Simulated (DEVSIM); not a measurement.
System: Mo/Al2O3/n-Ge capacitor, at 300 K.

```tsv
layer (left to right)	material	thickness (nm)	Nd (cm⁻³)
1	Al2O3	15.0	-
2	Ge	360	2.8e18
```

Metal gate on the left, work function 4.6 eV. Fixed charge at the semiconductor interface -5.2e11 cm⁻² (in units of +e); no interface traps.

The device is made up for the run: typed textbook-type constants, with dimensions and the other settings drawn at random. Values at 300 K; Nc and Nv go as T^1.5, mobilities as T to minus their exponent, the gap by Varshni's rule with the affinity fixed.

```tsv
parameter	Al2O3	Ge
gap (eV)	6.8	0.664
affinity (eV)	1.35	4
permittivity	9	16
Nc (cm⁻³)	-	1.04e19
Nv (cm⁻³)	-	6e18
Varshni α (eV/K)	-	0.000477
Varshni β (K)	-	235
```

Model (solved in DEVSIM): 1D Poisson equation in equilibrium, Boltzmann statistics, complete ionisation; no quantum confinement or tunnelling. Metal contacts follow the ideal Schottky-Mott rule: no Fermi-level pinning, no interface dipoles.

The temperature was swept, all else fixed.

```json
[
 {"temperature (K)": "250", "flat-band voltage (V)": "0.73", "minimum of the low-frequency capacitance (μF/cm²)": "0.316"},
 {"temperature (K)": "300", "flat-band voltage (V)": "0.72", "minimum of the low-frequency capacitance (μF/cm²)": "0.325"},
 {"temperature (K)": "350", "flat-band voltage (V)": "0.71", "minimum of the low-frequency capacitance (μF/cm²)": "0.332"},
 {"temperature (K)": "400", "flat-band voltage (V)": "0.70", "minimum of the low-frequency capacitance (μF/cm²)": "0.341"},
 {"temperature (K)": "450", "flat-band voltage (V)": "0.68", "minimum of the low-frequency capacitance (μF/cm²)": "0.354"},
 {"temperature (K)": "500", "flat-band voltage (V)": "0.67", "minimum of the low-frequency capacitance (μF/cm²)": "0.364"}
]
```

From the first row to the last the flat-band voltage goes from 0.73 to 0.67. From the first row to the last the minimum of the low-frequency capacitance goes from 0.316 to 0.364.
